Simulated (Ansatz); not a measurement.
The parent structure is TiSi2 (space group Fddd, No. 70; a = 4.779 Å, b = 8.230 Å, c = 8.521 Å). Axes: x, y, z lie along a, b, c of the conventional cell.

Calculations: r2SCAN, PAW, 500 eV (Ansatz, an electronic-structure program; spin-orbit coupling left out).

Before the change:

```
Item                             Value
-----------------------------  -------
Pressure                       0.0 GPa
Shortest interatomic distance  2.519 Å
Band gap                          zero
```

One thing is altered: a pure shear with ε_yz = ε_zy = 0.0081; the atoms relax in the strained cell.

Task: What happens to the energy relative to the base, pressure, shortest interatomic distance and band gap?

Result: The energy rises by 0.9 meV/atom; the pressure (mean of the normal stresses, compression positive) remains 0.0 GPa; the shortest interatomic distance falls by 0.0066 Å (2.519 Å → 2.513 Å); the band gap is still zero.

Without a gap, meshes like the base's 13×13×13 leave anisotropic stresses uncertain by several tenths of a GPa, and small strain energies with them. Whether these cells are dynamically stable was not tested. The final runs are not spin-polarised.
